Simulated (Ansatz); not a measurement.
Data:

End structure of a constructed model of the (111) surface of fcc Rh, a pseudomorphic layer of Ti in the host's stacking (bottom of the slab: a bare face, its two planes held):

```yaml
crystal:
  lattice:
    - [2.70822, 0.00000, 0.00000]
    - [-1.35411, 2.34539, 0.00000]
    - [0.00000, 0.00000, 30.00000]
  atoms:
    - { symbol: Rh, position: [0.33333, 0.66667, 0.27035] }
    - { symbol: Rh, position: [0.66667, 0.33333, 0.34405] }
    - { symbol: Rh, position: [0.00000, 0.00000, 0.41714] }
    - { symbol: Rh, position: [0.33333, 0.66667, 0.49098] }
    - { symbol: Rh, position: [0.66667, 0.33333, 0.56419] }
    - { symbol: Rh, position: [0.00000, 0.00000, 0.64058] }
    - { symbol: Ti, position: [0.33333, 0.66667, 0.71327] }
```

Slab: 7 atoms, 13.8 Å thick at the start with caps and adatoms (thin: gaps and levels are the slab's own); k 16x16x1, smearing 0.1 eV, dipole-corrected; 2 atoms held, the rest relaxed; held to the start's symmetry, so lower structures may exist; no spin, no spin-orbit, no U. In PBE it lies 0.03 eV a 1x1 cell over the lowest computed structure of the same composition (a pseudomorphic layer of Ti in the other hollow).

Task: What work function of the top face does PBE (Ansatz, an electronic-structure program) give?

Result: 4.56 eV
